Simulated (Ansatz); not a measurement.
Levels about the gap of amorphous In$_{9}$Ga$_{9}$Zn$_{9}$O$_{38}$Hf (66 atoms in a cell of 842 Å³, 5.99 g/cm³; zone centre alone, so wide bands show as single levels with stretches between that a denser mesh fills), at the geometry that PBE relaxed, where it gives 0.2 GPa on a denser mesh. The participation number counts the atoms over which a state spreads; weights are charges in smoothed Voronoi cells. The levels come from a single point, so bond lengths are those of that geometry. Method of the levels: r2SCAN, scalar-relativistic without spin-orbit coupling (Ansatz, a program for electronic structure). Sampling: the zone centre alone; Fermi-Dirac width 0.02 eV; no spin polarisation. At PBE the levels at the filled edge of the gap are localised (band-tail or defect states).

A CHGNet melt-quench gave the starting glass, which DFT then relaxed. O atoms were pushed apart under 1.9 Å during the dynamics, to hinder bonds among them. The hot cell started wider than the set density and was brought back towards it in steps. It is the lowest in DFT energy of 2 quenches. It is a model cell: composition and starting density were chosen by hand, and all elements were melted together. No dispersion term was used. Its density started from a set value of 6.05 and ended at 5.99 g/cm³. The simulated quench (nominally 320 K/ps over its main leg) is rapid and tends to freeze in more defects than a deposited or slowly cooled glass has. One small periodic cell is one sample of the glass; other quenches scatter about these values. Volume and shape were free in the relaxation.

```
E - E(highest filled), eV  filling  participation number        largest on  weight O  weight In  weight Zn  weight Ga
-------------------------  -------  --------------------  ----------------  --------  ---------  ---------  ---------
-0.31                       filled                  14.6   O, 3 neighbours      0.89       0.02       0.06       0.03
-0.27                       filled                  18.3   O, 3 neighbours      0.86       0.02       0.10       0.02
-0.26                       filled                  16.9   O, 3 neighbours      0.84       0.03       0.12       0.01
-0.17                       filled                  19.9   O, 3 neighbours      0.85       0.02       0.11       0.01
-0.16                       filled                  19.1   O, 3 neighbours      0.85       0.02       0.12       0.02
-0.06                       filled                  13.9   O, 3 neighbours      0.84       0.02       0.13       0.01
0.00                        filled                  10.6   O, 4 neighbours      0.84       0.01       0.13       0.01
1.40                         empty                  57.9  In, 5 neighbours      0.49       0.23       0.15       0.12
3.92                         empty                  16.5  In, 5 neighbours      0.53       0.30       0.06       0.07
4.03                         empty                  20.7  In, 5 neighbours      0.55       0.32       0.09       0.04
4.23                         empty                  36.7  In, 5 neighbours      0.54       0.25       0.06       0.10
4.58                         empty                  22.3  In, 6 neighbours      0.55       0.25       0.08       0.06
4.61                         empty                  47.1  In, 6 neighbours      0.58       0.19       0.10       0.12
4.77                         empty                  39.3  Zn, 3 neighbours      0.55       0.17       0.22       0.06
```

Most localised among these is the filled level at +0.00 eV, on a O atom, which has 4 neighbours (Ga 1.99 Å, Zn 2.00 Å, Ga 2.01 Å, Zn 2.12 Å).
